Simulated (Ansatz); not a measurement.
# Pd: tensor shear ε_xy = +0.29 %

The parent structure is Pd in the fcc (Cu type) structure (space group Fm-3m, No. 225; a = 3.910 Å; relaxed with 0.1 eV smearing). Axes: x, y, z lie along the cube axes.

Perturbation: tensor shear ε_xy = +0.29 % (engineering shear γ = 0.0058), atoms relaxed at fixed cell.

Calculations: DFT with r2SCAN, PAW potentials and a 500 eV plane-wave cutoff in Ansatz (a first-principles code), without spin-orbit coupling. k-mesh 29×29×29 (Γ-centred); smearing 0.1 eV (Fermi–Dirac).

- Space group: Immm (No. 71) (base Fm-3m (No. 225))
- Shortest interatomic distance: 2.757 Å (base 2.765 Å)
- Energy relative to the base (free energy F): +0.1 meV/atom
- Pressure (mean of the normal stresses, compression positive): 0.0 GPa (base 0.0 GPa)
- Band gap: zero (base zero)
- Stress (xx, yy, zz, yz, xz, xy; compression positive): (0.0, 0.0, 0.0, 0.0, 0.0, -0.4) GPa

Final structure:

```
Pd
1.0
    0.00567     1.95520     1.95520
    1.95520     0.00567     1.95520
    1.96087     1.96087     0.00000
Pd
1
Direct
  0.00000   0.00000   0.00000
```

The cells carry an imposed strain or load. Stability against distortions was not tested. All final runs are without spin polarisation. Pd has a high density of states at the Fermi level and may be magnetic at this level.
